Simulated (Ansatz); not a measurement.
Data:

```
CELL_PARAMETERS angstrom
      0.00000     2.46128     2.44102
      2.46128     0.00000     2.44102
      2.46128     2.46128     0.00000
ATOMIC_POSITIONS crystal
  Y  0.00000 0.00000 0.00000
  N  0.50000 0.50000 0.50000
```

Level of theory: r2SCAN with spin-orbit coupling, rigid bands (plane waves, PAW; Ansatz, a first-principles code). Condition of this run: biaxial stress xx = yy = -2 GPa (compression positive) (the target of the relaxation). Geometry: cell and atoms relaxed with r2SCAN, then loaded as said.

Task: Predict the electron conductivity mass (n e² τ/σ) at 300 K, by direction if it differs.

Result: 0.20 (x), 0.20 (y), 0.32 (z) mₑ.

Task: Predict the hole conductivity mass (n e² τ/σ) at 300 K, by direction if it differs.

Result: 0.78 (x), 0.78 (y), 0.34 (z) mₑ.

Task: And the band gap?

Result: 0.55 eV at this level; semilocal functionals usually fall short of the measured gap.

Rigid bands, one relaxation time for all states, no polarons.
